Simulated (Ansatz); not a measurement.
The reference is Ge in the diamond structure (space group Fd-3m, No. 227; a = 5.674 Å). Axes: x, y, z lie along the cube axes.

Level of theory: Kohn–Sham DFT with the r2SCAN functional, run in Ansatz (a quantum-chemistry and plane-wave program) with PAW and 500 eV plane waves, spin-orbit coupling left out.

Base values:

| Item | Value |
|---|---|
| Pressure | 0.01 GPa |
| Shortest interatomic distance | 2.457 Å |

It is then changed as follows: a pure shear with ε_xy = ε_yx = 0.0029; the atoms relax in the strained cell.

### Question
Predict the new pressure and shortest interatomic distance.

### Answer
The pressure (mean of the normal stresses, compression positive) remains 0.01 GPa; the shortest interatomic distance falls by 0.002 Å (2.457 Å → 2.455 Å).

Whether these cells are dynamically stable was not tested.
